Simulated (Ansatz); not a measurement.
**A computed series for TiSi2: response to strain**

Take TiSi₂ (space group Fddd, No. 70; a = 4.7804 Å, b = 8.2321 Å, c = 8.5219 Å) as the base. Axes: x, y, z lie along a, b, c of the conventional cell.

Strains are applied to the cell and any free atomic positions relax; under biaxial strain the out-of-plane vector relaxes too.

All numbers come from r2SCAN, PAW, 500 eV (Ansatz, a quantum-chemistry and plane-wave program; no SOC), earlier PAW set.

Notes on the quantities. energy relative to the base: free energy F; pressure: mean of the normal stresses, compression positive.

```csv
variant,volume per atom,energy relative to the base,pressure
base,13.97 Å³,0 meV/atom,0.0 GPa
"biaxial strain +0.90 %, plane normal [001], relaxed out of plane",14.19 Å³,+2.3 meV/atom,-1.9 GPa
"biaxial strain +3.24 %, plane normal [001], relaxed out of plane",14.77 Å³,+28 meV/atom,-6.0 GPa
tensor shear ε_xy = +0.78 %,13.97 Å³,+1.3 meV/atom,0.0 GPa
```

Without a gap, meshes like the base's 13×13×13 leave anisotropic stresses uncertain by several tenths of a GPa, and small strain energies with them. Stability against distortions was not tested. The final runs are not spin-polarised.
